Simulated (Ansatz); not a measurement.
## Pressure series in MgO

Start from MgO (space group P6_3/mmc, No. 194; a = 3.494 Å, c = 4.194 Å; a cell from a computed database, its experimental status unchecked).

Cell and atoms are relaxed at each pressure.

Level of theory: PBEsol (Ansatz, a quantum-chemistry and plane-wave program), spin-orbit coupling left out.

```json
[
 {"pressure (GPa)": "-2", "volume per atom (Å³/atom)": "11.262"},
 {"pressure (GPa)": "-1", "volume per atom (Å³/atom)": "11.172"},
 {"pressure (GPa)": "0", "volume per atom (Å³/atom)": "11.085"},
 {"pressure (GPa)": "0.3", "volume per atom (Å³/atom)": "11.061"},
 {"pressure (GPa)": "0.7", "volume per atom (Å³/atom)": "?"},
 {"pressure (GPa)": "1.5", "volume per atom (Å³/atom)": "10.961"},
 {"pressure (GPa)": "3", "volume per atom (Å³/atom)": "10.844"},
 {"pressure (GPa)": "7.5", "volume per atom (Å³/atom)": "10.526"},
 {"pressure (GPa)": "10", "volume per atom (Å³/atom)": "10.367"}
]
```

Fit the third-order Birch–Murnaghan form P(V) = (3B₀/2)[(V₀/V)^(7/3) − (V₀/V)^(5/3)]·[1 + (3/4)(B₀′ − 4)((V₀/V)^(2/3) − 1)] (squares taken in P) to the rows shown and predict the withheld row.

Least squares on the printed values gives V₀ = 11.085 Å³/atom, B₀ = 130 GPa, B₀′ = 4.0; this predicts 11.027 Å³/atom, and the run gives 11.026 Å³/atom, in agreement.

Load acts through the strain it causes; cell and atoms are relaxed under it. Whether these cells are dynamically stable was not tested. Competing high-pressure phases were not computed. This is not the structure that MgO has at room temperature and ambient pressure.
